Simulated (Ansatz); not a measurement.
A15 Mo₃Si, treated with r²SCAN+rVV10 (Ansatz, a first-principles code, plane waves, PAW).

From the output:

```
Crystal: 8 atoms, lattice volume = 122.774 Å³
Basis set: ecut = 560 eV, 3743 PW (Γ), exchange–correlation on 120×120×120 points (27 copies of the dense FFT grid, shifted against one another)
Bands: 56, of which v1, the nominal top of the filled ones, is band 46 counted from 1 (45 counted from 0)
Symmetry: 48 space group operations
Space group: Pm-3n (ITA 223), of the structure as read, at distance tolerance 5.0e-5 Å
k-points: 84 of 1728
Functional: x = r2scan, c = r2scan + rvv10(b = 11.95, C = 0.0093); τ floored in thin density (d = 2e-4 eV/Å³)
SCF iter   1: F=—  HF=-31076.519188 eV  |F-HF|=—  |Δ(HF+E_count)|=         —  Δρ=1.12e-2  dr2=1.07e-1  dr2_τ=1.04e-1
SCF iter   2: F=—  HF=-31076.536132 eV  |F-HF|=—  |Δ(HF+E_count)|=   1.69e-2  Δρ=5.99e-3  dr2=2.60e-2  dr2_τ=1.37e-3
  ...
SCF iter   7: F=—  HF=-31076.534008 eV  |F-HF|=—  |Δ(HF+E_count)|=   5.22e-9  Δρ=1.17e-6  dr2=1.56e-9  dr2_τ=4.88e-11
SCF iter   8: F=-31076.534008 eV  HF=-31076.534008 eV  |F-HF|=7.28e-12  |Δ(HF+E_count)|=  1.09e-10  Δρ=2.09e-7  dr2=3.86e-11  dr2_τ=3.78e-12
SCF 1 converged in 8 iterations: F = -31076.534008 eV  dr2 = 3.86e-11
SCF converged after 8 iterations
Free energy (F): -31076.534008 eV
Internal energy: -31076.501495 eV  (E = F + TS)
E sigma→0 (E₀):  -31076.517751 eV
Fermi energy:    18.632681 eV
--- Forces (eV/Å), atoms counted from 1 ---
  atom   1  Si    -0.00000000    -0.00000000    -0.00000000
  atom   2  Si    -0.00000000     0.00000000     0.00000000
  atom   3  Mo    -0.00000000     0.00000000     0.00000000
  atom   4  Mo     0.00000000     0.00000000     0.00000000
  atom   5  Mo    -0.00000000    -0.00000000    -0.00000000
  atom   6  Mo     0.00000000    -0.00000000     0.00000000
  atom   7  Mo     0.00000000    -0.00000000    -0.00000000
  atom   8  Mo     0.00000000    -0.00000000    -0.00000000
--- Stress (GPa, compression-positive) ---
      -13.840510      -0.000000      -0.000000
        0.000000     -13.840510       0.000000
        0.000000       0.000000     -13.840510
  P = ⅓ Tr σ = -13.8405 GPa (-138.405 kbar)
```

Task: Write an input file that could have produced this run (the log leaves some choices open).

Result: One answer among several that fit: 
Ansatz 0.2 input:
```yaml
crystal:
  lattice:
    - [4.970146768, 0.0, 0.0]
    - [0.0, 4.970146768, 0.0]
    - [0.0, 0.0, 4.970146768]
  atoms:
    - { symbol: Si, position: [0.5, 0.5, 0.5] }
    - { symbol: Si, position: [0.0, 0.0, 0.0] }
    - { symbol: Mo, position: [0.25, 0.0, 0.5] }
    - { symbol: Mo, position: [0.5, 0.25, 0.0] }
    - { symbol: Mo, position: [0.5, 0.75, 0.0] }
    - { symbol: Mo, position: [0.75, 0.0, 0.5] }
    - { symbol: Mo, position: [0.0, 0.5, 0.75] }
    - { symbol: Mo, position: [0.0, 0.5, 0.25] }
basis:
  ecutwfc: 560
  ecutrho_ratio: 4
  xc_grid: 3
kpoints:
  mp_grid: { grid: [12, 12, 12] }
hamiltonian:
  xc: r2scan
  dispersion: rvv10
  pseudopotentials: { kind: paw }
scf:
  occupations: { method: fermi_dirac, width: 0.05 }
  convergence: { dr2_threshold: 0.0000000008 }
output:
  forces: true
  stress: true
  eigenvalues: true
```

The cell is one volume of an energy–volume scan, off the minimum.

The PAW data were made under PBE.

It cost very roughly 70 core-seconds of CPU time.
